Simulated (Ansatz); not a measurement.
Results of G0W0@PBEsol (hard PAW, contour deformation; Ansatz, a first-principles code) for antifluorite Mg₂C (high-pressure phase).

The cell has the measured lattice parameters. Conventional cell: a = 5.4480 Å, b = 5.4480 Å, c = 5.4480 Å, α = 90.00°, β = 90.00°, γ = 90.00°.

The quasiparticle gap at Γ at a fixed k mesh 2×2×2:

```
response cutoff           value (eV)
------------------------  ----------
200 eV, 477 empty bands        1.878
250 eV, 667 empty bands        1.884
300 eV, 876 empty bands        1.889
400 eV, 1349 empty bands       1.894
```

Task: Taking the value to converge with the response cutoff E as E^(−3/2), extrapolate from the last two rows.

Result: With y = y∞ + c/w and weights w = 5196 and 8000 for the last two rows, y∞ = (w2 y2 − w1 y1)/(w2 − w1) = (8000 × 1.894 − 5196 × 1.889)/2804 = 1.903 eV, which lies 0.009 beyond the last row. Successive pairs of rows give 1.899, 1.905, 1.903. The limit also hangs on the law assumed, so its last digits aren't firm.

The other settings are not extrapolated, so this is the limit in one setting alone.

At the last cutoff the smallest gap on this mesh is 0.84 eV, with an edge away from Γ.
